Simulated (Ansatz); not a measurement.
The reference is Ag$_{2}$O (space group Pn-3m, No. 224; a = 4.812 Å).

The values are results of PBE (Ansatz, a first-principles code; PAW; 420 eV plane waves; scalar-relativistic without spin-orbit coupling), not measurements.

Strains are applied to the cell and any free atomic positions relax.

One change was made to it. Results:

```tsv
quantity	base	after
pressure	0.0 GPa	4.4 GPa
energy relative to the base (free energy F)	0 meV/atom	+13 meV/atom
band gap	zero	zero
```

Task: What was done to the base?
(A) isotropic strain −0.60 %
(B) isotropic strain −1.80 %
(C) isotropic strain −1.20 %

Result: B, isotropic strain −1.80 %. For comparison, the energy relative to the base in the other runs: isotropic strain −1.20 % gives +5.5 meV/atom; isotropic strain −0.60 % gives +1.3 meV/atom.

A case with no gap was solved on a k-mesh chosen for an insulator, which is coarse for it. No phonon test of stability was made. No Hubbard U is applied, and correlation can decide whether such a compound is a metal. The final runs are not spin-polarised. Gaps under 0.05 eV, about the width of the smearing, are given as zero. The zero or small gap of Ag2O can change with the level of theory.
